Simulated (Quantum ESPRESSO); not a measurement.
A self-consistent single point of SrNiF6 (P1, 8 atoms in the cell) with Quantum ESPRESSO.

Computed with PBEsol, PSlibrary ultrasoft (PBE) pseudopotentials (plane waves; Quantum ESPRESSO).

The change in words: atoms moved at random. Reference geometry:
```
SrNiF6
1.0
    3.63099     2.09635     2.25259
   -3.63099     2.09635     2.25259
    0.00000    -4.19270     2.25259
Sr Ni F
1 1 6
Direct
  0.50000   0.50000   0.50000
  0.00000   0.00000   0.00000
  0.72210   0.72210   0.06795
  0.27790   0.27790   0.93205
  0.06795   0.72210   0.72210
  0.93205   0.27790   0.27790
  0.72210   0.06795   0.72210
  0.27790   0.93205   0.27790
```

Reference input (self-consistent single point, DFT, PBEsol, plane waves, PSlibrary ultrasoft (PBE) pseudopotentials): ecutwfc = 55 Ry; ecutrho = 385 Ry; occupations = fixed; input_dft = pbesol; K_POINTS = automatic 5 5 5 0 0 0; nbnd = 33; conv_thr = 1e-11 Ry; mixing_beta = 0.7. This run's input differs from it in these lines:

```diff
@@ -27,10 +27,10 @@
 ATOMIC_POSITIONS alat
-Sr    0.0000000000    0.0000000000    0.7099226659
-Ni    0.0000000000    0.0000000000    0.0000000000
-F     0.0000000000    0.5762479935    0.7156730395
-F     0.0000000000   -0.5762479935    0.7041722923
-F    -0.4990454013   -0.2881239968    0.7156730395
-F     0.4990454013    0.2881239968    0.7041722923
-F     0.4990454013   -0.2881239968    0.7156730395
-F    -0.4990454013    0.2881239968    0.7041722923
+Sr    0.0113472468   -0.0054652795    0.7222682441
+Ni    0.0010550788   -0.0052982406    0.0039476434
+F    -0.0159474820    0.5825455419    0.7114547017
+F     0.0030286789   -0.5595804007    0.7206836967
+F    -0.4960358092   -0.2973758805    0.7070877306
+F     0.5038386626    0.2919756860    0.7073002341
+F     0.4985914955   -0.2951075342    0.7057668011
+F    -0.5058786342    0.2883058126    0.6909502414
 K_POINTS automatic
@@ -38,5 +38,5 @@
 CELL_PARAMETERS bohr
-   6.8615710108     3.9615298702     4.2567743916
-  -6.8615710108     3.9615298702     4.2567743916
-   0.0000000000    -7.9230597403     4.2567743916
+   6.8615709921     3.9615292511     4.2567743916
+  -6.8615709921     3.9615292511     4.2567743916
+   0.0000000000    -7.9230603919     4.2567743916
```

Output, abridged:

```
     Self-consistent Calculation

     iteration #  1     ecut=    55.00 Ry     beta= 0.70

---- Real-time Memory Report at c_bands before calling an iterative solver
           327 MiB given to the printing process from OS
           207 MiB allocation reported by mallinfo(arena+hblkhd)
------------------

     total energy              =    -460.81537125 Ry
     estimated scf accuracy    <       1.79210530 Ry

     iteration #  2     ecut=    55.00 Ry     beta= 0.70

---- Real-time Memory Report at c_bands before calling an iterative solver
           498 MiB given to the printing process from OS
   [... lines left out ...]

---- Real-time Memory Report at c_bands before calling an iterative solver
           519 MiB given to the printing process from OS
           252 MiB allocation reported by mallinfo(arena+hblkhd)
------------------

     total energy              =    -462.01203910 Ry
     estimated scf accuracy    <          2.0E-11 Ry

     iteration # 17     ecut=    55.00 Ry     beta= 0.70

---- Real-time Memory Report at c_bands before calling an iterative solver
           520 MiB given to the printing process from OS
           252 MiB allocation reported by mallinfo(arena+hblkhd)
------------------
     End of self-consistent calculation

     highest occupied, lowest unoccupied level (ev):     2.7448    3.7672

!    total energy              =    -462.01203910 Ry
     estimated scf accuracy    <          1.1E-12 Ry

     convergence has been achieved in  17 iterations

     Forces acting on atoms (cartesian axes, Ry/au):

     atom    1 type  1   force =    -0.00090695   -0.00141912   -0.00690855
     atom    2 type  2   force =    -0.03021785    0.07852221   -0.04878010
     atom    3 type  3   force =     0.00892439    0.00058500    0.01635704
     atom    4 type  3   force =     0.00168666   -0.05753383   -0.03318812
     atom    5 type  3   force =    -0.02468742   -0.00883417    0.02220475
     atom    6 type  3   force =     0.00275053    0.00319904    0.00082134
   [... lines left out ...]

     Total force =     0.133304     Total SCF correction =     0.000002

          total   stress  (Ry/bohr**3)                   (kbar)     P=      -53.57
  -0.00022534  -0.00006604   0.00006589          -33.15       -9.71        9.69
  -0.00006604  -0.00041307  -0.00013450           -9.71      -60.76      -19.79
   0.00006589  -0.00013450  -0.00045406            9.69      -19.79      -66.79

   JOB DONE.
```

The run converged in 17 iterations. Against the reference run the free energy goes up by 26.7 meV/atom, the pressure goes from -5.84 to -5.36 GPa, the largest force goes from 0.491 to 2.501 eV/Å and the gap on the mesh goes from 1.251 to 1.022 eV.

The starting cell comes from a database of computed structures (which also holds hypothetical and non-ambient phases and stackings), without a prior relaxation at this level. Its lattice was rescaled by a random factor within 2.5 % of one. For this run, on top of that: atoms moved at random. With a pressure of about -5 GPa the cell is away from its equilibrium volume at this level. Forces in this geometry exceed 1 eV/Å.

Cost on one core of a shared machine: roughly 6 min.
